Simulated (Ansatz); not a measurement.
# Mo (Im-3m): band-structure transport figures

```xyz
1
Lattice="-1.5800 1.5800 1.5800 1.5800 -1.5800 1.5800 1.5800 1.5800 -1.5800" Properties=species:S:1:pos:R:3 pbc="T T T"
Mo     0.0000     0.0000     0.0000
```

All values below come from PBE, rigid bands (plane waves, PAW, scalar-relativistic; Ansatz, a first-principles code). Condition of this run: functional PBE, cell relaxed with it. How the cell was made: cell and atoms relaxed with PBE.

```yaml
density of states at the Fermi level: 0.596 states/(eV·cell), both spins
bare Sommerfeld coefficient: 1.41 mJ/(mol of atoms·K²)
drude_plasma_energy: 8.5 eV
root-mean-square Fermi velocity: 8.6e5 m/s
resistivity times τ: 6.7 ×10⁻²² Ω·m·s
resistivity_times_mean_free_path: 6.2 ×10⁻¹⁶ Ω·m²
```

A metal at this level (no band gap); rigid bands, thermally averaged at 300 K, both spins. Spin-orbit coupling is left out. τ is one relaxation time for all states; the product of resistivity and mean free path takes one path for all states instead.
